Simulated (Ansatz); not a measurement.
Base system: CdTe in the zinc blende structure (space group F-43m, No. 216; a = 6.4887 Å). Axes: x, y, z lie along the cube axes.

Level of theory: plane-wave PAW DFT at the PBEsol level (Ansatz, a program for electronic structure, 420 eV), no spin-orbit coupling.

For the base:

| Property | Result |
|---|---|
| Band gap | 0.65 eV |
| Shortest interatomic distance | 281.0 pm |
| Valence-band top at Γ | 0.00, 0.00, 0.00 eV |

Now apply this change: the cell is compressed by 1.50 % along z with no lateral relaxation, atoms relaxed at fixed cell.

**Question.** Estimate the effect on the band gap, shortest interatomic distance and valence-band top at Γ.

**Answer.** The band gap goes up by 0.01 eV (0.65 eV → 0.66 eV); the shortest interatomic distance drops by 1.4 pm (281.0 pm → 279.6 pm); the valence-band top at Γ (three highest levels, from the VBM) becomes 0.00, -0.05, -0.05 eV (base: 0.00, 0.00, 0.00 eV).

With Te present, leaving out spin-orbit coupling can change the band edges. The cells carry an imposed strain or load. Whether these cells are dynamically stable was not tested.
